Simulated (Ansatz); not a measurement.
# BeS (model structure, started from the CdTe type, P6₄22, No. 181, 6 atoms in the cell)

The numbers are results of r²SCAN in Ansatz (plane waves, PAW), not measurements.

Numerical settings: plane-wave cutoff 560 eV, 12×12×4 k mesh (along the axes of the cell as run), Fermi–Dirac smearing 0.01 eV, scalar-relativistic PAW data made under PBE.

Cell (relaxed at this level):

```cif
data_Be3S3
_chemical_formula_sum 'Be3 S3'
_space_group_name_H-M_alt 'P 1'
_space_group_IT_number 1
_cell_length_a 3.45005
_cell_length_b 3.45005
_cell_length_c 7.83269
_cell_angle_alpha 90.000
_cell_angle_beta 90.000
_cell_angle_gamma 120.000
loop_
_space_group_symop_operation_xyz
  'x, y, z'
loop_
_atom_site_label
_atom_site_type_symbol
_atom_site_fract_x
_atom_site_fract_y
_atom_site_fract_z
_atom_site_occupancy
Be1 Be 0.00000 0.49996 0.66667 1
Be2 Be 0.50004 0.50004 0.00000 1
Be3 Be 0.49996 0.00000 0.33333 1
S1 S 0.00000 0.50002 0.16667 1
S2 S 0.49998 0.49998 0.50000 1
S3 S 0.50002 0.00000 0.83333 1
```

For BeS (model structure, started from the CdTe type, P6₄22, No. 181, 6 atoms in the cell), the band gap is 3.19 eV (on the SCF k mesh), the direct gap at Γ comes out as 4.68 eV and the bulk modulus B0 is 104 GPa.

Note: the bulk modulus is −V dP/dV from two relaxed cells at ±2 % in volume; the relaxation could raise the start's symmetry but not lower it, so the cell can be a saddle point.

Cost on a shared machine: roughly 100 core-seconds.

A model structure was made by putting elements into a prototype or built by hand; it is no filed structure, need not be a known phase, and can be a saddle point held by its symmetry.

Ansatz is an electronic-structure program.
